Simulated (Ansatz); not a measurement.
Computed with PBE (plane waves to 420 eV, PAW; Ansatz, an electronic-structure program).

Host crystal: monoclinic HfO2, with a band gap (PBE, scalar-relativistic without spin-orbit coupling).

Plane-averaged electrostatic potential energy along the normal, in eV from the Fermi level, for F on the 1x1 (100) surface of monoclinic HfO2 (cut with top plane 2 O), one in a 1x1 cell, started at the site 'hollow O-O-O':

(z (Å), V (eV)): (5.34, 7.24); (5.64, 7.24); (5.94, 7.24); (6.23, 7.24); (6.53, 7.24); (6.83, 7.24); (7.13, 7.24); (7.42, 7.23); (7.72, 7.21); (8.02, 7.17); (8.31, 7.04); (8.61, 6.70); (8.91, 5.67); (9.20, 2.47); (9.50, -0.75); (9.80, -2.98); (10.09, -4.50); (10.39, -5.36); (10.69, -6.16); (10.98, -7.43); (11.28, -6.72); (11.58, -5.55); (11.88, -5.54); (12.17, -6.67); (12.47, -7.52); (12.77, -6.34); (13.06, -5.48); (13.36, -4.38); (13.66, -2.82); (13.95, -1.48); (14.25, -1.46); (14.55, -1.40); (14.84, -2.66); (15.14, -4.14); (15.44, -5.29); (15.73, -5.98); (16.03, -6.93); (16.33, -6.26); (16.63, -5.52); (16.92, -5.38); (17.22, -5.49); (17.52, -5.97); (17.81, -5.50); (18.11, -5.18); (18.41, -3.90); (18.70, -3.08); (19.00, -1.86); (19.30, 0.14); (19.59, 3.46); (19.89, 6.23); (20.19, 8.05); (20.48, 8.62); (20.78, 8.78); (21.08, 8.83); (21.38, 8.85); (21.67, 8.85); (21.97, 8.85); (22.27, 8.85); (22.56, 8.85); (22.86, 8.85); (23.16, 8.85); (23.45, 8.85); (23.75, 8.85); (24.05, 8.85)

Set-up: 25 atoms, 9.3 Å thick at the start under the adsorbate (thin: gaps and levels are the slab's own); mesh 4x4x1; 0.01 eV smearing; dipole correction on; 12 atoms held, the rest relaxed; no symmetry held; spin-polarised, ending with about 1.0 μB a cell, a value that depends on the mesh; orders that need a larger cell were not tried, no spin-orbit, no U, no dispersion correction. The slab shows no gap over 0.04 eV on its mesh. At the end it is bonded to Hf. In PBE it is, or lies within 0.03 eV of, the lowest of the starts that converged.

Problem. The surface cell has an area of 27.90 Å². What dipole along the normal does the step between the two vacuum levels imply?

Solution. the top vacuum level lies 1.61 eV above the bottom one; p = −ε₀ A ΔV (ε₀ = 0.005526 e/(V·Å)) gives -0.25 e·Å a cell.
